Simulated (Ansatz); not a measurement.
Start from GaSb in the zinc blende structure (space group F-43m, No. 216; a = 6.111 Å).

Now apply this change: P takes the place of Sb on all its sites; the structure is relaxed again.

Levels (all Ansatz, a program for electronic structure, PAW): PBEsol (420 eV, no spin-orbit coupling); r2SCAN (500 eV, without spin-orbit coupling); HSE06 (420 eV, spin-orbit coupling left out).

One geometry, relaxed with PBEsol, under each level:

Notes on the quantities. hole mass: degenerate bands, along [100].

| level | band gap | lowest conduction level above the VBM at special points | electron mass | hole mass | pressure |
|---|---|---|---|---|---|
| PBEsol | 1.45 eV | X 1.50 eV; L 1.60 eV; Γ 1.80 eV; U 2.06 eV | 1.2 mₑ along k, 0.23 mₑ across (off the special points) | 0.11, 0.37, 0.37 mₑ (at Γ) | 0.00 GPa |
| r2SCAN | 1.83 eV | X 1.90 eV; L 2.07 eV; Γ 2.42 eV; U 2.46 eV | 1.1 mₑ along k, 0.23 mₑ across (off the special points) | 0.13, 0.37, 0.37 mₑ (at Γ) | 0.64 GPa |
| HSE06 | 2.24 eV | X 2.27 eV; L 2.53 eV; Γ 2.85 eV | – | – | – |

Single points use the geometry relaxed with PBEsol. Their cutoffs differ, which shifts pressures a little. HSE06 gaps are upper bounds (no full band path). Effective masses come from finite differences of ±0.01 Å⁻¹. Along k means along the line from Γ to the band edge. Whether these cells are dynamically stable was not tested. The final runs are not spin-polarised.
